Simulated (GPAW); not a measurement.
GPAW run on CuZn (Pm-3m, 2 atoms in the cell): self-consistent single point.

Level of theory: PBE, GPAW PAW datasets PBE (gpaw-data 1.0.1) (plane waves; GPAW).

The change in words: lattice scaled by 0.98. Reference geometry:
```
CELL_PARAMETERS angstrom
      2.95000     0.00000     0.00000
      0.00000     2.95000     0.00000
      0.00000     0.00000     2.95000
ATOMIC_POSITIONS crystal
  Zn 0.50000 0.50000 0.50000
  Cu 0.00000 0.00000 0.00000
```

Reference input (self-consistent single point, DFT PBE, plane waves, GPAW PAW datasets PBE (gpaw-data 1.0.1)): mode = pw; ecut = 800 eV; xc = PBE; kpts = 15 15 15; mesh shift (steps) = 0 0 0; occupations.name = methfessel-paxton; occupations.width = 0.272 eV; occupations.order = 0; nbands = -6; convergence.density = 1e-05 e/electron; convergence.energy = 1e-05 eV/electron; symmetry.symmorphic = false. This run's input differs from it in these lines:

```diff
@@ -5,5 +5,5 @@
 atoms = Atoms(['Zn', 'Cu'],
-              cell=[[2.950000, 0.000000, 0.000000],
-                    [0.000000, 2.950000, 0.000000],
-                    [0.000000, 0.000000, 2.950000]],
+              cell=[[2.891000, 0.000000, 0.000000],
+                    [0.000000, 2.891000, 0.000000],
+                    [0.000000, 0.000000, 2.891000]],
               scaled_positions=[[0.500000, 0.500000, 0.500000],
```

The program printed (abridged):

```
     iter     time        total  log10-change:
                         energy   eigst   dens
iter:   1 --:--:--    -6.069773
iter:   2 --:--:--    -5.694387   -0.69  -1.32
iter:   3 --:--:--    -5.309388   -0.83  -1.37
iter:   4 --:--:--    -5.071657   -2.04  -1.79
iter:   5 --:--:--    -5.977034   -0.87  -1.76
   [... 6 lines left out ...]
iter:  12 --:--:--    -5.030474   -4.53  -3.00
iter:  13 --:--:--    -5.030189   -3.69  -3.12
iter:  14 --:--:--    -5.029762   -4.71  -3.53
iter:  15 --:--:--    -5.029780   -4.77  -3.48
iter:  16 --:--:--    -5.029739c  -4.85  -3.62
iter:  17 --:--:--    -5.029730c  -5.36  -3.60
iter:  18 --:--:--    -5.029737c  -5.22  -3.70
iter:  19 --:--:--    -5.030667   -4.03  -3.76
iter:  20 --:--:--    -5.029771   -3.81  -3.33
iter:  21 --:--:--    -5.029771   -5.52  -4.00
iter:  22 --:--:--    -5.029716c  -5.01  -4.23
iter:  23 --:--:--    -5.029711c  -6.94  -4.40
iter:  24 --:--:--    -5.029712c  -6.46  -4.75
iter:  25 --:--:--    -5.029713c  -7.55c -5.06c
Converged after 25 iterations.

Dipole moment: (0.000000, 0.000000, -0.000000) |e|*Ang

Energy contributions relative to reference atoms: (reference = -93882.778494)

Kinetic:        -10.318116
Potential:      +10.358786
External:        +0.000000
XC:              -5.112949
Entropy (-ST):   -0.017135
Local:           +0.051134
SIC:             +0.000000
--------------------------
Free energy:     -5.038280
Extrapolated:    -5.029713

Showing only first 2 kpts
 Kpt  Band  Eigenvalues  Occupancy
  0     9      5.72497    2.00000
  0    10      5.72497    2.00000
  0    11     14.97401    0.00000
  0    12     14.97401    0.00000

  1     9      5.69434    2.00000
  1    10      5.72104    2.00000
  1    11     14.17517    0.00000
  1    12     15.10432    0.00000

Fermi level: 8.58466

No gap
No difference between direct/indirect transitions
Energy (eV): -5.029713

Forces in eV/Ang:
  0 Zn    0.00000    0.00000    0.00000
  1 Cu    0.00000    0.00000    0.00000

Stress tensor:
    -0.065458     0.000000     0.000000
     0.000000    -0.065458     0.000000
     0.000000     0.000000    -0.065458
Stress (GPa, Voigt): [-10.4876 -10.4876 -10.4876   0.       0.       0.    ]
```

The run converged in 25 iterations. GPAW prints stress with tension positive. Against the reference run the free energy goes up by 29.8 meV/atom and the pressure goes from 1.74 to 10.49 GPa.

The starting cell has typed, rounded lattice constants, without a prior relaxation at this level. For this run, on top of that: lattice scaled by 0.98. Spin polarisation is off. With a pressure of about 10 GPa the cell is away from its equilibrium volume at this level.

Cost on one core of a shared machine: roughly 40 s.
